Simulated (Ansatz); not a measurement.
Start from HfO₂ in the fluorite structure (space group Fm-3m, No. 225; a = 5.001 Å). Axes: x, y, z lie along the cube axes.

Structures relaxed with Kohn–Sham DFT with the LDA functional, run in Ansatz (a first-principles code) with PAW and 420 eV plane waves, no SOC.

Base:

Simulated powder pattern, Cu Kα, λ = 1.54184 Å (kinematic, ideal powder, no thermal factors, no anomalous dispersion; the 10 strongest lines at most, above 2 %, up to 2θ = 90°):

```tsv
2θ (°)	I/Imax (%)	hkl
30.97	100	(111)
35.91	34	(200)
51.70	50	(220)
61.50	45	(311)
64.55	9.6	(222)
76.14	7.7	(400)
84.43	19	(331)
87.16	14	(420)
```

After one change:

Simulated powder pattern, Cu Kα, λ = 1.54184 Å (kinematic, ideal powder, no thermal factors, no anomalous dispersion; the 10 strongest lines at most, above 2 %, up to 2θ = 90°):

```tsv
2θ (°)	I/Imax (%)
31.13	100
35.91	23
36.48	11
51.70	17
52.12	33
61.59	30
62.35	14
64.92	9.6
84.52	6.4
85.19	13
```

Question: Which change produced these results?
A) uniaxial strain ε_zz = −2.50 %
B) uniaxial strain ε_zz = −1.50 %
C) uniaxial strain ε_zz = −2.00 %
D) uniaxial strain ε_zz = +2.00 %

Answer: B, uniaxial strain ε_zz = −1.50 %. Its volume per atom is 10.27 Å³ against 10.42 Å³, and its space group is I4/mmm (No. 139).

No phonon test of stability was made. This is not the structure that HfO2 has at room temperature and ambient pressure.
